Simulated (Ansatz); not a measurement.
**WSi2: strain along the normal**

WSi2 (MoSi2 type, I4/mmm, 13.362 Å³/atom and stress up to 0.01 GPa in the relaxed cell, c along z) under an equal strain ε in the (001) plane with the normal axis free, as in a coherent film. PBEsol in Ansatz, a plane-wave DFT program (PAW, default set), 420 eV, 25×25×25 Γ-centred mesh, Fermi-Dirac smearing 0.10 eV; ions are relaxed, or left where forces stay under 0.02 eV/Å, within the symmetry of each cell.

Here s stands for strain and y for normal strain.

```
strain (%)  normal strain (%)
----------  -----------------
-3.00                       ?
-1.50                    0.59
-1.00                    0.38
-0.50                    0.19
0.00                     0.00
0.50                    -0.18
1.00                    -0.35
1.50                    -0.51
```

**Question.** Using a straight line, estimate the missing y at s = -3.00 from the other rows, showing the fit.

**Answer.** Means: s 0, y 0.017. About the means, the sum of products is -2.5650 and the sum of squares of s is 7.0000; the slope is their ratio. Least squares gives y = 0.017 - 0.3664·s. Residuals (row less fit): 0.023, -0.003, -0.010, -0.017, -0.014, -0.001, 0.023; standard error 0.018 (degrees of freedom: 5). The slope, about -0.37, is the elastic response of the normal axis, −2C13/C33. At the withheld row, y = 0.017 - 0.3664 × (-3.0) = 1.116%. The calculation gives 1.29%, 0.174% above the prediction (9.7 % of the range of y in the table). The row lies outside the fitted rows, so this is an extrapolation. From the scatter of the fitted rows alone, a prediction at this place has a standard error of 0.028%, so the miss is 6.2 times that.

A polynomial of degree 2 through the 12 other runs of the series gives 1.27 there, so most of the miss is curvature that the fit leaves out. In a metal these values are sensitive to mesh and smearing; energies are taken to zero smearing, stresses follow the free energy. Spin-orbit coupling is left out, which can shift these values for the heavy elements here. Rows are the converged runs of the series near zero and its far end; series whose fitted rows scatter by over a few per cent of the range, as at a crossing or softening among them, aren't shown in this form, nor equations of state whose B0' disagrees with the runs' pressures. Most that stay on the fit to the last digits aren't either.
